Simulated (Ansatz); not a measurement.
**A computed series for AlP: pressure series**

Take AlP in the zinc blende structure (space group F-43m, No. 216; a = 5.508 Å) as the base.

Cell and atoms are relaxed at each pressure.

Level of theory: plane-wave PAW DFT at the PBE level (Ansatz, a first-principles code, 420 eV), scalar-relativistic without spin-orbit coupling.

```tsv
pressure (GPa)	band gap (eV)
-2	1.68
-1	1.66
0	1.63
0.9	1.61
2.1	1.59
4.5	1.54
9	?
15	1.34
```

Fit E_g = E₀ + αP + βP² to the rows shown and predict the withheld row.

Least squares on the printed values gives E₀ = 1.63 eV, α = -22.1 meV/GPa, β = 0.17 meV/GPa² (largest residual 0.00 eV); this predicts 1.45 eV, and the run gives 1.45 eV, in agreement.

Load acts through the strain it causes; cell and atoms are relaxed under it. No phonon test of stability was made. Measured, AlP leaves this structure (for the NiAs type) near 14.2 GPa (temperature not stated; as listed in Datta, Sujoy, Jana, Debnarayan, arXiv (2020)), on rising pressure, with hysteresis.
